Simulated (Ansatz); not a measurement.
SnO₂ in the rutile structure (space group P4_2/mnm, No. 136)

SnO2 is modelled in the tetragonal space group P4₂/mnm (No. 136), the rutile structure, Pearson symbol tP6. Lattice parameters: a = b = 4.769 Å, c = 3.211 Å, α = β = γ = 90.00°. Sn on 2a sees 6 O at 2.066–2.070 Å (octahedral). O on 4f has 3 Sn at 2.066–2.070 Å (trigonal planar). (Neighbours: up to the widest gap in distance over summed covalent radii, below 1.35, at either atom; cation-cation and far metal-metal contacts left out.)

Method: Ansatz (a first-principles code), PBEsol, PAW, cutoff 420 eV, spin-orbit coupling left out, earlier PAW set. Γ-centred 7×7×10 mesh, Fermi–Dirac width 0.05 eV.

| Item | Value |
|---|---|
| Volume per atom | 12.17 Å³ |
| Density | 6.85 g/cm³ |
| Band gap | 0.92 eV, direct at Γ |
| Electron mass | 0.17 mₑ along c, 0.19 mₑ across |
| Hole mass | 1.7 mₑ along c, 1.3 mₑ across |
| Lowest conduction-band minima above the VBM | Γ 0.92 eV |
| Total energy | -2357.206 eV/atom (σ→0; compares only within this code and set-up) |

Masses are band curvatures over ±0.01 Å⁻¹ around the edge. No phonon test of stability was made.
